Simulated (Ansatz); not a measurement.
The reference is MgS in the rock salt structure (space group Fm-3m, No. 225; a = 5.182 Å). Axes: x, y, z lie along the cube axes.

Method: Kohn–Sham DFT with the PBEsol functional, run in Ansatz (a program for electronic structure) with PAW and 420 eV plane waves, without spin-orbit coupling.

The change: tensor shear ε_xy = +0.57 % (engineering shear γ = 0.0114), atoms relaxed at fixed cell.

**Question.** Predict the stress tensor and what it implies for the stiffness.

**Answer.** Stress of the strained cell less that of the base (GPa, compression positive):
```
   0.01   -0.62    0.00
  -0.62    0.01    0.00
   0.00    0.00    0.00
```

Then −Δσ/γ with γ = 2ε = 0.0114 gives relaxed-ion elastic constants: C66 ≈ 54 GPa.

Stability against distortions was not tested.
